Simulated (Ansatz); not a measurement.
Data:

```yaml
crystal:
  lattice:
    - [0.00000, 2.81552, 2.81552]
    - [2.81552, 0.00000, 2.81552]
    - [2.81552, 2.81552, 0.00000]
  atoms:
    - { symbol: In, position: [0.00000, 0.00000, 0.00000] }
    - { symbol: P, position: [0.25000, 0.25000, 0.25000] }
```

No spin polarisation.

Calculations: PBE/PAW in Ansatz (a first-principles code), spin-orbit coupling left out. k-mesh 10×10×10 (Γ-centred); smearing 0.05 eV (Fermi–Dirac).

### Question
Predict the hole mass, band gap, electron mass and gap character.

### Answer
Hole mass (degenerate bands, along [100]): 0.098, 0.37, 0.37 mₑ (at Γ)
Band gap: 1.36 eV
Electron mass: 0.099 mₑ (at Γ)
Gap character: direct at Γ

Load acts through the strain it causes; cell and atoms are relaxed under it. Effective masses come from finite differences of ±0.01 Å⁻¹. Stability against distortions was not tested. Measured, InP leaves this structure (for rock salt) near 9.8 GPa (temperature not stated; as listed in Datta, Sujoy, Jana, Debnarayan, arXiv (2020)). The cell was made from InP in the zinc blende structure (space group F-43m, No. 216) by this change: pressure 15 GPa.
